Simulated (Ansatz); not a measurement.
The parent structure is TlBr in the CsCl type structure (space group Pm-3m, No. 221).

```xyz
2
Lattice="3.8395 0.0000 0.0000 0.0000 3.8395 0.0000 0.0000 0.0000 3.8395" Properties=species:S:1:pos:R:3 pbc="T T T"
Tl     0.0000     0.0000     0.0000
Br     1.9198     1.9198     1.9198
```

Cartesian axes are those of the cell as printed.

Level of theory: LDA (Ansatz, a first-principles code, PAW, without spin-orbit coupling).

For the base:

- Valley order: X along ⟨100⟩ 1.37 eV; R along ⟨111⟩ 1.49 eV
- Hole mass: 0.16 mₑ along k, 0.39 mₑ across (at X)
- Electron mass: 0.12 mₑ along k, 0.19 mₑ across (at X)
- Shortest interatomic distance: 3.325 Å

The change: the cell is compressed by 2.00 % along z with no lateral relaxation, atoms relaxed at fixed cell.

Task: What happens to the valley order, hole mass, electron mass, energy relative to the base and shortest interatomic distance?

Result: The valley order (the lowest conduction-band minima on the path, energy above the VBM, named in the base's zone) goes from X along ⟨100⟩ 1.37 eV; R along ⟨111⟩ 1.49 eV to X along [001] 1.20 eV; R along [111] 1.28 eV; X along [010] 1.32 eV; the hole mass goes from 0.16 mₑ along k, 0.39 mₑ across (at X) to 0.35 mₑ along x, 0.15 mₑ along y, 0.42 mₑ along z (at X); the electron mass goes from 0.12 mₑ along k, 0.19 mₑ across (at X) to 0.10 mₑ along k, 0.18 mₑ across (at X); the energy goes up by 1.8 meV/atom; the shortest interatomic distance drops by 0.022 Å, from 3.325 Å to 3.303 Å.

With Tl present, leaving out spin-orbit coupling can change the band edges. The levels and masses belong to the bands next to the band gap. The cells carry an imposed strain or load. Effective masses come from finite differences of ±0.01 Å⁻¹. Along k means along the line from Γ to the band edge. Stability against distortions was not tested.
